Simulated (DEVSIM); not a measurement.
Device: Ni/SiON/SiO2/n-Si capacitor, at 250 K.

| layer (left to right) | material | thickness (nm) | Nd (cm⁻³) |
|---|---|---|---|
| 1 | SiON | 12.0 | - |
| 2 | SiO2 | 1.00 | - |
| 3 | Si | 9300 | 3.8e15 |

Metal gate on the left, work function 5.1 eV. Fixed charge at the semiconductor interface 0 cm⁻² (in units of +e); no interface traps.

The device is made up for the run: typed textbook-type constants, with dimensions and the other settings drawn at random. Values at 300 K; Nc and Nv go as T^1.5, mobilities as T to minus their exponent, the gap by Varshni's rule with the affinity fixed.

```csv
parameter,SiON,SiO2,Si
gap (eV),7,9,1.124
affinity (eV),1.4,0.9,4.05
permittivity,5.5,3.9,11.7
Nc (cm⁻³),-,-,2.86e19
Nv (cm⁻³),-,-,3.1e19
Varshni α (eV/K),-,-,0.000473
Varshni β (K),-,-,636
```

Model (solved in DEVSIM): 1D Poisson equation in equilibrium, Boltzmann statistics, complete ionisation; no quantum confinement or tunnelling. Metal contacts follow the ideal Schottky-Mott rule: no Fermi-level pinning, no interface dipoles.

The SiON thickness was swept, all else fixed.

```csv
SiON thickness (μm),threshold voltage (band bending 2φF) (V),minimum of the low-frequency capacitance (μF/cm²),capacitance of the dielectric stack (μF/cm²)
0.0048,0.06,0.0222,0.784
0.0066,0.05,0.0222,0.608
0.0084,0.04,0.0219,0.496
0.01,0.03,0.0215,0.427
0.012,0.02,0.0211,0.363
0.014,0.00,0.0209,0.316
```

From the first row to the last the threshold voltage (band bending 2φF) goes from 0.06 to 0.00. From the first row to the last the minimum of the low-frequency capacitance goes from 0.0222 to 0.0209.
